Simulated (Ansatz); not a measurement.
The starting structures come from a database of crystals and need not be the phases stable at ambient conditions.

Tunnelling through a barrier is set by its complex band structure: the current falls as exp(−2κd) with the smallest κ.

Consider the following.

```xyz
6
Lattice="4.2467 0.0000 0.0000 0.0000 4.2467 0.0000 0.0000 0.0000 4.1193" Properties=species:S:1:pos:R:3 pbc="T T T"
Cu     3.1850     3.1850     3.0895
Cu     3.1850     1.0617     1.0298
Cu     1.0617     1.0617     3.0895
Cu     1.0617     3.1850     1.0298
O      2.1233     2.1233     2.0596
O      0.0000     0.0000     0.0000
```

The cell is strained (lengths along the current scaled by 0.97, ions clamped); by r2SCAN it stands under a pressure of 4.0 GPa.

Transport runs along the normal of the first two printed cell vectors, the (001) (indices of the unstrained crystal) plane of the conventional cell.

The gap is the functional's own, uncorrected, and κ follows it; spin-orbit coupling is left out. Mid-gap means the computed energy nearest the middle.

Q: Give the band gap and the smallest decay constant κ at mid-gap that r2SCAN (Ansatz, an electronic-structure program) yields.

A: Gap 0.81 eV on a 8×8×8 mesh; κ = 0.103 1/Å, at the zone centre.
